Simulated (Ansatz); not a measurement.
The starting structures come from a database of crystals and need not be the phases stable at ambient conditions.

Inside the gap of an insulator the Bloch states are evanescent, with a wavenumber k + iκ along the transport direction.

```yaml
crystal:
  lattice:
    - [6.74013, 0.00000, 0.00000]
    - [-3.37006, 5.83712, 0.00000]
    - [3.37006, 1.94571, 2.75165]
  atoms:
    - { symbol: Si, position: [0.50000, 0.66476, 0.16476] }
    - { symbol: Si, position: [0.00000, 0.33524, 0.16476] }
    - { symbol: Si, position: [0.17048, 0.83524, 0.16476] }
    - { symbol: Si, position: [0.32952, 0.16476, 0.50572] }
    - { symbol: Os, position: [0.50000, 0.37717, 0.87717] }
    - { symbol: Os, position: [0.00000, 0.62283, 0.87717] }
    - { symbol: Os, position: [0.74566, 0.12283, 0.87717] }
    - { symbol: Os, position: [0.75434, 0.87717, 0.36849] }
```

Space group of this cell: P2_13. The cell is taken as given; by r2SCAN its mean pressure is -1.1 GPa.

Transport runs along the normal of the first two printed cell vectors, the (111) plane of the conventional cell.

The gap is the functional's own. No spin-orbit coupling. Mid-gap values are interpolated on the energy grid.

Question: State the band gap and the smallest decay constant κ at mid-gap according to r2SCAN (Ansatz, a first-principles code).

Answer: Gap 0.63 eV on a 12×12×12 mesh; κ = 0.197 1/Å, at (0.167, 0.167) of the in-plane reciprocal vectors. At the zone centre, at the nearest computed energy, the slowest state has κ = 0.22 1/Å.
